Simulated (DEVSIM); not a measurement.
Device: illuminated Ge p-on-n cell, one wavelength, at 300 K.

Layer 1 from the left is Ge, thickness (μm) 0.0800, Na (cm⁻³) 2.2e18, τn (s) 0.00021, τp (s) 0.00027, absorption coefficient (cm⁻¹) 340. Layer 2 from the left is Ge, thickness (μm) 98.0, Nd (cm⁻³) 1.7e16, τn (s) 0.00041, τp (s) 0.00041, absorption coefficient (cm⁻¹) 340.

Left contact: ohmic, minority electron recombination velocity 7e6 cm/s. Right contact: ohmic, minority hole recombination velocity 6e5 cm/s. Voltage is applied to the left contact. Recombination: SRH at mid-gap, radiative, Auger. Light enters at the left, 4.8e16 photons cm⁻² s⁻¹, one pass, no reflection. Mobility is μmin + (μ − μmin)/(1 + (N/Nref)^α).

Constants are typed, rounded textbook-type inputs, not results; the design itself was drawn at random and stands for no fabricated device. Values at 300 K.

Ge: gap (eV) 0.664, affinity (eV) 4, permittivity 16, Nc (cm⁻³) 1.04e19, Nv (cm⁻³) 6e18, μn (cm²/Vs) 3900, μp (cm²/Vs) 1900, μn,min 150, μp,min 100, Nref,n 2.6e17, Nref,p 4e17, αn 0.56, αp 0.6, B (cm³/s) 6.4e-14, Cn (cm⁶/s) 1e-31, Cp (cm⁶/s) 1e-31.

Simulated with DEVSIM: 1D drift-diffusion, Boltzmann statistics, complete ionisation; no tunnelling, impact ionisation, image-force lowering or self-heating.

Problem. What does the simulation give for the open-circuit voltage, the fill factor?

Solution. open-circuit voltage 0.106 V; fill factor 0.52.
